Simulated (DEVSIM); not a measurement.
System: Schottky contact on n-type Si, at 400 K.

```tsv
layer (left to right)	material	thickness (μm)	Nd (cm⁻³)	τn (s)	τp (s)
1	Si	0.500	9.1e15	5e-6	5e-6
```

Left contact: Schottky, work function 4.84 eV, emission velocity 5.2e6 cm/s. Right contact: ohmic. Voltage is applied to the left contact. Recombination: SRH at mid-gap, Auger. Gap narrowing is on: ΔEg = 6.92 meV × (l + √(l² + 0.5)), l = ln(N/1.3e17 cm⁻³), shared equally by both band edges. Mobility is μmin + (μ − μmin)/(1 + (N/Nref)^α).

The device is made up for the run: typed textbook-type constants, with dimensions and the other settings drawn at random. Values at 300 K; Nc and Nv go as T^1.5, mobilities as T to minus their exponent, the gap by Varshni's rule with the affinity fixed.

```csv
parameter,Si
gap (eV),1.124
affinity (eV),4.05
permittivity,11.7
Nc (cm⁻³),2.86e19
Nv (cm⁻³),3.1e19
μn (cm²/Vs),1417
μp (cm²/Vs),470
"μn,min",52
"μp,min",45
"Nref,n",9.7e16
"Nref,p",2.2e17
αn,0.68
αp,0.72
T exponent of μn,2.3
T exponent of μp,2.2
Cn (cm⁶/s),2.8e-31
Cp (cm⁶/s),9.9e-32
Varshni α (eV/K),0.000473
Varshni β (K),636
```

DEVSIM, 1D drift-diffusion, Boltzmann statistics, complete ionisation; no tunnelling, impact ionisation, image-force lowering or self-heating. Metal contacts follow the ideal Schottky-Mott rule: no Fermi-level pinning, no interface dipoles.

The temperature was swept, all else fixed.

| temperature (K) | potential step across the device at zero bias (V) | largest field in the device at zero bias (V/cm) | dark forward voltage at 100 A/cm² (V) |
|---|---|---|---|
| 250 | 0.622 | 41000 | 0.536 |
| 300 | 0.581 | 39000 | 0.481 |
| 350 | 0.540 | 38000 | [?] |
| 400 | 0.497 | 37000 | 0.367 |
| 450 | 0.454 | 39000 | 0.302 |
| 500 | 0.410 | 49000 | 0.227 |

What belongs in the gaps?


- 350, dark forward voltage at 100 A/cm² (V): 0.425
